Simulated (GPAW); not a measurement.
Worked example: self-consistent single point of TaTi (Cmmm, 2 atoms in the cell) in GPAW.

Computed with PBEsol, GPAW PAW datasets PBEsol (made by gpaw-setup) (plane waves; GPAW).

```
CELL_PARAMETERS angstrom
      1.63288    -2.29750     0.00000
      1.63288     2.29750     0.00000
      0.00000     0.00000     4.68413
ATOMIC_POSITIONS crystal
  Ti 0.50000 0.50000 0.50000
  Ta 0.00000 0.00000 0.00000
```

Reference input (self-consistent single point, DFT PBEsol, plane waves, GPAW PAW datasets PBEsol (made by gpaw-setup)): mode = pw; ecut = 850 eV; xc = PBEsol; kpts = 8 8 5; mesh shift (steps) = 0 0 0; occupations.name = methfessel-paxton; occupations.width = 0.136 eV; occupations.order = 1; nbands = -6; convergence.density = 1e-05 e/electron; convergence.energy = 1e-05 eV/electron; symmetry.symmorphic = false. This run's input differs from it in these lines:

```diff
@@ -1,2 +1,3 @@
 from ase import Atoms
+from ase.dft.kpoints import monkhorst_pack
 from ase.units import GPa
@@ -14,3 +15,3 @@
             xc='PBEsol',
-            kpts={'size': (8, 8, 5), 'gamma': True},
+            kpts=monkhorst_pack((8, 8, 5)) + [-0.5 / 8, -0.5 / 8, 0.5 / 5],
             occupations={'name': 'methfessel-paxton', 'width': 0.136, 'order': 1},
```

The program printed (abridged):

```
     iter     time        total  log10-change:
                         energy   eigst   dens
iter:   1 --:--:--   -18.041380
iter:   2 --:--:--   -17.999059   -1.21  -1.39
iter:   3 --:--:--   -17.740880   -0.60  -1.40
iter:   4 --:--:--   -17.687103   -2.07  -1.95
iter:   5 --:--:--   -17.829495   -1.29  -2.03
   [... 2 lines left out ...]
iter:   8 --:--:--   -17.693117   -2.71  -2.66
iter:   9 --:--:--   -17.693081   -3.70  -2.79
iter:  10 --:--:--   -17.692325   -3.85  -2.85
iter:  11 --:--:--   -17.692253   -3.83  -3.19
iter:  12 --:--:--   -17.692237c  -5.14  -3.60
iter:  13 --:--:--   -17.692231c  -5.72  -3.56
iter:  14 --:--:--   -17.692310c  -4.36  -3.65
iter:  15 --:--:--   -17.692232c  -4.77  -3.54
iter:  16 --:--:--   -17.692240c  -6.19  -4.23
iter:  17 --:--:--   -17.692237c  -7.02  -4.28
iter:  18 --:--:--   -17.692235c  -6.57  -4.63
iter:  19 --:--:--   -17.692237c  -7.17  -4.72
iter:  20 --:--:--   -17.692234c  -6.46  -4.73
iter:  21 --:--:--   -17.692236c  -6.97  -4.53
iter:  22 --:--:--   -17.692236c  -7.69c -5.29c
Converged after 22 iterations.

Dipole moment: (-0.000000, -0.000000, -0.000000) |e|*Ang

Energy contributions relative to reference atoms: (reference = -447243.887957)

Kinetic:         +9.730383
Potential:      -10.222274
External:        +0.000000
XC:             -16.948167
Entropy (-ST):   +0.000410
Local:           -0.252453
SIC:             +0.000000
--------------------------
Free energy:    -17.692100
Extrapolated:   -17.692236

Showing only first 2 kpts
 Kpt  Band  Eigenvalues  Occupancy
  0    10      7.43931    2.00000
  0    11      9.24061    2.00000
  0    12     11.18769   -0.00000
  0    13     12.85585   -0.00000

  1    10      7.97366    2.00000
  1    11      9.91406    1.74847
  1    12      9.92201    1.68184
  1    13     12.06791   -0.00000

Fermi level: 9.98309

No gap
No difference between direct/indirect transitions
Energy (eV): -17.692236

Forces in eV/Ang:
  0 Ti    0.00000    0.00000    0.00000
  1 Ta    0.00000    0.00000    0.00000

Stress tensor:
     0.030041     0.000000     0.000000
     0.000000     0.021296     0.000000
     0.000000     0.000000     0.029782
Stress (GPa, Voigt): [4.8131 3.4121 4.7716 0.     0.     0.    ]
```

The run converged in 22 iterations. GPAW prints stress with tension positive. Against the reference run the free energy falls by 7.6 meV/atom and the pressure goes from -4.48 to -4.33 GPa.

The starting cell comes from a database of computed structures (which also holds hypothetical and non-ambient phases and stackings), without a prior relaxation at this level. Spin polarisation is off.

Cost on one core of a shared machine: roughly 60 s.
